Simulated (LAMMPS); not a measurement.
Melts of Cu (fcc) cooled to 300 K at several rates.

Computed with classical MD, pair style eam/alloy, file Cu_zhou.eam.alloy (LAMMPS).

```csv
cooling rate (K/s),energy above the crystal,state,density,coordination number,rough cost
3e+12,0.019 eV/atom,crystallised,8.79 g/cm³ (one sample),11.9 (counted to 3.10 Å),27 core-minutes
1e+13,0.080 eV/atom,glass,8.73 g/cm³ (one sample),12.9 (counted to 3.30 Å),20 core-minutes
1e+14,0.081 eV/atom,glass,8.73 g/cm³ (one sample),13.1 (counted to 3.34 Å),6 core-minutes
```

Costs are rough and include melting and analysis.

Caution (row 3e+12): the cell keeps the atom count and shape of the starting crystal, which eases freezing.
